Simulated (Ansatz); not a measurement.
System: MgV2O6 (C2/m, No. 12). Method: r²SCAN+rVV10 (Ansatz, a quantum-chemistry and plane-wave program, plane waves, PAW).

Run with plane-wave cutoff 500 eV, 12×12×6 k mesh (along the axes of the cell as run), Fermi–Dirac smearing 0.05 eV, no spin polarisation, scalar-relativistic PAW data made under PBE.

Cell (relaxed at this level):

MgV₂O₆ is taken in the monoclinic space group C2/m (No. 12), Pearson symbol mS18. Cell: a = 9.246 Å, b = 3.454 Å, c = 6.672 Å, α = γ = 90.00°, β = 113.08°. Mg on 2c has 2 O at 2.022 Å and 4 O at 2.178 Å (octahedral). V on 4i sees 6 O at 1.665–2.511 Å. O1 on 4i is surrounded by 2 V at 1.831 Å and 1 V at 2.138 Å (trigonal planar). O2 on 4i is coordinated by 1 V at 1.665 Å and 1 V at 2.511 Å and 1 Mg at 2.022 Å (trigonal planar). O3 on 4i has 1 V at 1.669 Å and 2 Mg at 2.178 Å. (Neighbours: up to the widest gap in distance over summed covalent radii, below 1.35, at either atom; cation-cation and far metal-metal contacts left out.)
(The calculation used a cell of 9 atoms; values per cell refer to that cell.)

### Question
Predict the band gap.

### Answer

- band gap: 2.94 eV (on the SCF k mesh)
